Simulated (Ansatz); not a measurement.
**Lattice constant a of GaAs (model structure, from the rocksalt type, Fm-3m, No. 225) at several levels of theory**

No measured value is used here.

```tsv
level (code)	value (Å)
LDA (Ansatz)	5.256
PBE (Ansatz)	___
PBEsol (Ansatz)	5.303
PBE-D3(BJ) (Ansatz)	5.314
r²SCAN (Ansatz)	5.328
r²SCAN+rVV10 (Ansatz)	___
```

Some entries are withheld; supply them.


- PBE (Ansatz, a first-principles code), value (Å): 5.391
- r²SCAN+rVV10 (Ansatz), value (Å): 5.308

Cutoffs differ between the levels. Ansatz's density-functional and Hartree–Fock values are scalar-relativistic unless marked +SOC, with PAW data made under PBE.

A model structure was made by putting elements into a prototype or built by hand; it is no filed structure, need not be a known phase, and can be a saddle point held by its symmetry.
